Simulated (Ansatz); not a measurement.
# Ti2InN: pressure 1.5 GPa

Start from Ti$_{2}$InN (space group P6_3/mmc, No. 194; a = 3.054 Å, c = 13.884 Å; a cell from a computed database, its experimental status unchecked).

One thing is altered: a hydrostatic pressure of 1.5 GPa.

Calculations: PBEsol/PAW in Ansatz (a program for electronic structure), no SOC. k-mesh 17×17×4 (Γ-centred); smearing 0.05 eV (Fermi–Dirac).

The volume per atom drops by 0.137 Å³ to 13.88 Å³ and the density rises by 0.07 g/cm³, from 6.65 g/cm³ to 6.72 g/cm³. The lattice parameter a decreases by 0.0113 Å (3.054 Å → 3.042 Å) and the c/a ratio grows by 0.0057 to 4.552. The enthalpy H = E + PV relative to the base's energy amounts to +0.13 eV/atom and the band gap is still zero.

Final structure:

```
Ti2InN
1.0
    3.04228     0.00000     0.00000
   -1.52114     2.63469     0.00000
    0.00000     0.00000    13.84984
Ti In N
4 2 2
Cartesian
  1.52114   0.87823   5.82266
  0.00000   1.75646   8.02717
  0.00000   1.75646  12.74758
  1.52114   0.87823   1.10225
  1.52114   0.87823  10.38738
  0.00000   1.75646   3.46246
  0.00000   0.00000   0.00000
  0.00000   0.00000   6.92492
```

Load acts through the strain it causes; cell and atoms are relaxed under it. No phonon test of stability was made. The final runs are not spin-polarised.
